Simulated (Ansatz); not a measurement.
Consider this model of amorphous In9Ga9Zn9O39Y2.

```xyz
68
Lattice="9.8321 -0.0941 -0.1215 -0.0941 9.4994 0.0623 -0.1215 0.0623 9.4159" Properties=species:S:1:pos:R:3 pbc="T T T"
In     5.5124     7.9984     4.3722
In     8.5003     4.9475     1.1755
In     4.9230     2.7623     0.8078
In     7.4292     3.5750     7.7164
In     0.5634     2.5894     6.5220
In     2.1636     9.2170     5.4486
In     6.1646     0.6650     7.5547
In     2.4511     3.1774     3.5855
In     5.6535     1.7496     4.2407
Ga     8.5961     3.2905     4.0462
Ga     8.1977     8.6568     5.5994
Ga     4.1934     5.0552     8.5120
Ga     2.0547     9.1196     8.9010
Ga     8.6740     7.9952     1.8006
Ga     9.2451     0.0172     8.4540
Ga     7.1311     6.8667     8.3070
Ga     4.5460     5.1714     2.8333
Ga     1.2326     2.7128     0.3180
Zn     6.1923     5.4480     5.6565
Zn     2.6807     5.8117     5.1126
Zn     9.1967     6.3283     4.1556
Zn     1.9132     7.1797     2.3205
Zn     8.0366     1.8850     1.2925
Zn     3.8267     2.9110     6.4038
Zn     4.0121     7.6574     7.2303
Zn     0.0489     0.6540     3.6777
Zn     3.1733     0.4566     2.4010
O      8.4900     5.4850     8.4380
O      8.1014     8.3049     7.4703
O      2.9162     6.1925     7.8641
O      7.5604     1.9586     3.2926
O      2.6102     5.4096     3.0573
O      5.3155     6.8553     2.7137
O      0.4526     2.4980     4.1158
O      0.8868     3.8694     8.2409
O      3.6452     7.6566     5.3006
O      7.3380     7.0659     0.8290
O      8.6545     3.6980     5.9116
O      8.8570     0.1187     0.8831
O      4.6332     4.9884     0.9021
O      5.0875     0.1192     2.8928
O      6.5433     0.0228     5.4668
O      5.9541     5.3800     7.6403
O      7.3522     6.9052     5.2436
O      8.1720     4.9001     3.2866
O      9.6718     3.1450     1.2909
O      8.5353     8.5522     3.6238
O      4.6265     5.0119     4.8025
O      5.6358     0.8796     0.1634
O      5.5774     8.0682     8.2480
O      0.8141     6.6547     5.5469
O      0.1638     0.3808     5.8565
O      2.2127     3.8374     5.6866
O      1.0386     1.1907     8.6548
O      0.5818     8.0247     8.7500
O      2.6034     2.2299     1.5680
O      7.0550     3.3923     0.4135
O      1.6250     9.0087     3.3781
O      4.7365     3.2071     2.9027
O      0.0286     6.6837     2.1183
O      8.1333     1.5123     7.8510
O      5.7972     2.5011     6.3657
O      3.0729     9.4097     7.3947
O      3.4076     1.5203     4.8008
O      3.8562     3.2498     8.3329
O      3.0476     8.4183     1.0177
Y      0.6940     6.0416     7.6355
Y      5.3147     8.3075     1.0693
```

Calculation: PBE, scalar-relativistic without spin-orbit coupling (plane waves to 420 eV, PAW; Ansatz, an electronic-structure program).

The cell was made by melting and quenching with the CHGNet potential and then relaxed with DFT. O atoms were pushed apart under 1.9 Å during the dynamics, to hinder bonds among them. The hot cell started wider than the set density and was brought back towards it in steps. It is the lowest in DFT energy of 2 quenches. It is a model cell: composition and starting density were chosen by hand, and all elements were melted together. No dispersion term was used. Its density started from a set value of 5.83 and ended at 5.76 g/cm³. The quench (nominally 210 K/ps over its main leg) was far faster than any real one, so the model tends to hold more defects than a real film. Values belong to this one cell and scatter from quench to quench. Volume and shape were free in the relaxation. On a 2×2×2 Γ-centred mesh force components of up to 0.21 eV/Å stay, since the relaxation ran on the zone centre alone.

Neighbours within In-In 3.12 Å, In-Ga 2.90 Å, In-Zn 2.90 Å, In-O 2.64 Å, In-Y 3.43 Å, Ga-Ga 2.68 Å, Ga-Zn 2.68 Å, Ga-O 2.22 Å, Ga-Y 3.21 Å, Zn-Zn 2.68 Å, Zn-O 2.48 Å, Zn-Y 3.21 Å, O-O 1.58 Å, O-Y 2.82 Å, Y-Y 3.74 Å count as bonded. Two cations that share two anions don't count as bonded, nor two that share one unless they lie closer than In-In 3.04 Å, In-Ga 2.82 Å, In-Zn 2.82 Å, In-Y 3.34 Å, Ga-Ga 2.61 Å, Ga-Zn 2.61 Å, Ga-Y 3.12 Å, Zn-Zn 2.61 Å, Zn-Y 3.12 Å, Y-Y 3.64 Å.

### Question
Give the coordination numbers, mean bond lengths and angles.

### Answer

```yaml
Mean coordination of In by anions: 5.67 (3 with 5, 6 with 6)
Mean coordination of Ga by anions: 4.44 (5 with 4, 4 with 5)
Mean coordination of Zn by anions: 4.11 (1 with 3, 6 with 4, 2 with 5)
Mean coordination of O: 3.56 (17 with 3, 22 with 4)
Mean coordination of Y by anions: 5.50 (1 with 5, 1 with 6)
Mean In-O bond: 2.236 Å (spread 0.104 Å, 51 counted)
Mean Ga-O bond: 1.918 Å (spread 0.060 Å, 40 counted)
Mean Zn-O bond: 2.043 Å (spread 0.109 Å, 37 counted)
Mean O-Y bond: 2.268 Å (spread 0.054 Å, 11 counted)
Bond angle at In: mean 105.0°, spread 30.0°
Bond angle at Ga: mean 108.2°, spread 21.9°
Bond angle at Zn: mean 107.4°, spread 22.0°
Bond angle at O: mean 110.5°, spread 17.5°
Bond angle at Y: mean 104.6°, spread 27.0°
```

### Question
List the pairs of like atoms that count as bonded by the rules above.

### Answer
There are none by these rules.
